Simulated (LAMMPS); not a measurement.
Crystal growth and melting at the (110) interface of HgTe (zinc blende) with its melt.

Level of theory: classical MD, pair style sw, file CdTeZnSeHgS0.sw, run in LAMMPS.

```csv
T (K),speed,direction
570,2.95 ± 0.09 m/s,the crystal grows
660,4.2 ± 0.1 m/s,the crystal grows
760,3.1 ± 0.1 m/s,the crystal grows
860,-2.0 ± 0.1 m/s,the crystal melts back
```

Measured melting point: 946.1 K (chemicals 1.5.2 (Python package), Misc/Physical Constants of Inorganic Compounds.csv; one source, unchecked).

Caution: the real compound melts congruently only under the pressure of its own vapour and loses its more volatile element when open.

At which temperature does the interface stand still, and where is growth fastest? The speed changes sign between 760 and 860 K, at about 820 K by linear interpolation; of the temperatures run, growth is fastest at 660 K.

Uncertainties are statistical and leave out the potential's own error.
